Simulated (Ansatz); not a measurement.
The parent structure is Ta in the bcc (W type) structure (space group Im-3m, No. 229; a = 3.2819 Å).

Method: PBEsol/PAW in Ansatz (an electronic-structure program), no spin-orbit coupling.

Base values:

The volume per atom is 17.68 Å³.

Now apply this change: full substitution Ta → V, then cell and atoms are relaxed.

Question: Predict the new volume per atom.

Answer: The volume per atom drops by 4.73 Å³ to 12.95 Å³.

Stability against distortions was not tested. Seeded moments were not kept for Ta → V. All final runs are without spin polarisation.
